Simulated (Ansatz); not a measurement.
Base system: Zr in the hcp (Mg type) structure (space group P6_3/mmc, No. 194; a = 3.2443 Å, c = 5.1580 Å; relaxed with 0.1 eV smearing). Axes: x lies along a and z along c of the hexagonal cell.

Level of theory: r2SCAN (Ansatz, an electronic-structure program; PAW; 500 eV plane waves; no spin-orbit coupling).

Strains are applied to the cell and any free atomic positions relax.

One change was made to it. Results:

| quantity | base | after |
|---|---|---|
| largest internal atomic displacement | – | 0.015 Å |
| energy relative to the base (free energy F) | 0 meV/atom | +2.3 meV/atom |

### Question
Which of these changes matches the shifts?
(A) uniaxial strain ε_xx = +1.50 %
(B) uniaxial strain ε_xx = +1.00 %
(C) uniaxial strain ε_xx = +2.00 %
(D) uniaxial strain ε_xx = +3.00 %

### Answer
A, uniaxial strain ε_xx = +1.50 %. For comparison, the energy relative to the base in the other runs: uniaxial strain ε_xx = +1.00 % gives +1.0 meV/atom; uniaxial strain ε_xx = +2.00 % gives +4.1 meV/atom; uniaxial strain ε_xx = +3.00 % gives +9.1 meV/atom.

Stability against distortions was not tested. All final runs are without spin polarisation.
